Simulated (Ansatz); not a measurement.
## Sensitivity of a calculation on BaLa2Cl8 (P1, 11 atoms in the cell) to its settings

```yaml
crystal:
  lattice:
    - [4.41725, -6.46263, 0.00000]
    - [4.41725, 6.46263, 0.00000]
    - [-1.23958, 0.00000, 5.37878]
  atoms:
    - { symbol: Ba, position: [0.99445, 0.00400, 0.00856] }
    - { symbol: La, position: [0.68143, 0.31720, 0.49480] }
    - { symbol: La, position: [0.31759, 0.67591, 0.49841] }
    - { symbol: Cl, position: [0.69143, 0.93967, 0.42091] }
    - { symbol: Cl, position: [0.32436, 0.05771, 0.57410] }
    - { symbol: Cl, position: [0.05345, 0.31721, 0.58293] }
    - { symbol: Cl, position: [0.94717, 0.68549, 0.42285] }
    - { symbol: Cl, position: [0.61698, 0.62542, 0.80436] }
    - { symbol: Cl, position: [0.37054, 0.37508, 0.18685] }
    - { symbol: Cl, position: [0.24713, 0.75352, 0.00782] }
    - { symbol: Cl, position: [0.75547, 0.24879, 0.99840] }
```

Base run A: PBE0 (Ansatz, a quantum-chemistry and plane-wave program), self-consistent single point.

Its settings: basis.ecutwfc = 30.9 Ry; kpoints.mp_grid.grid = 2 2 3; hamiltonian.xc = pbe0; hamiltonian.pseudopotentials = {kind: paw}, with the files named one by one; scf.occupations.method = gaussian; scf.occupations.width = 0.0015 Ry.

The starting cell comes from a database of computed structures (which also holds hypothetical and non-ambient phases and stackings), without a prior relaxation at this level. Its atoms were displaced at random from the sites of space group no. 12. Ansatz's pressure includes its estimate of the finite-basis (Pulay) stress.

ΔF is the free energy per atom less that of run A. A dash stands where there is no value to compare (another energy zero or no entropy term, no result, no spin, no clean gap, or a mesh too coarse for one). Total energies depend on the potentials, the functional and any Hubbard or dispersion term, so they are compared only between runs that share all of them.

Runs D sample the zone with one or two k-points, far too few for so small a cell.

Run A gave: pressure (GPa) -1.18; largest force (eV/Å) 0.487; gap on the mesh (eV) 6.264; k-points 8.

Runs:
- B: hamiltonian.xc: pbe0 → pbesol; hamiltonian.pseudopotentials: {kind: paw}, with the files named one by one → {kind: paw} (the program's default PAW files) [PBEsol]
- C: hamiltonian.xc: pbe0 → hse06 [HSE06]
- D: kpoints.mp_grid.grid: 2 2 3 → 1 1 1; kpoints.mp_grid.shift: default → 0.5 0.5 0.5
- E: scf.convergence.dr2_threshold: default (1e-07 eV) → 1e-10 eV
- F: scf.mixing.preconditioner: default (the program chose none) → kerker
- G: scf.mixing.algorithm: default (the program chose MSR1) → broyden; scf.mixing.beta: default → 1

Question: What does run C change against A?

Answer: The pressure hardly changes (-1.18 to -1.12 GPa), the largest force hardly changes (0.487 to 0.491 eV/Å) and the gap on the mesh goes from 6.264 to 5.513 eV.

Question: What does run B change against A?

Answer: The pressure goes from -1.18 to -2.94 GPa, the largest force goes from 0.487 to 0.473 eV/Å and the gap on the mesh goes from 6.264 to 3.586 eV.

| run | ΔF (meV/atom) | pressure (GPa) | largest force (eV/Å) | gap on the mesh (eV) | k-points |
|---|---|---|---|---|---|
| A | 0.00 | -1.18 | 0.487 | 6.264 | 8 |
| B | – | -2.94 | 0.473 | 3.586 | 8 |
| C | – | -1.12 | 0.491 | 5.513 | 8 |
| D | -24.6 | -0.95 | 1.490 | 6.882 | 1 |
| E | 0.00 | -1.18 | 0.487 | 6.264 | 8 |
| F | 0.00 | -1.18 | 0.487 | 6.264 | 8 |
| G | 0.00 | -1.18 | 0.487 | 6.264 | 8 |

Keys are those of Ansatz 0.2.
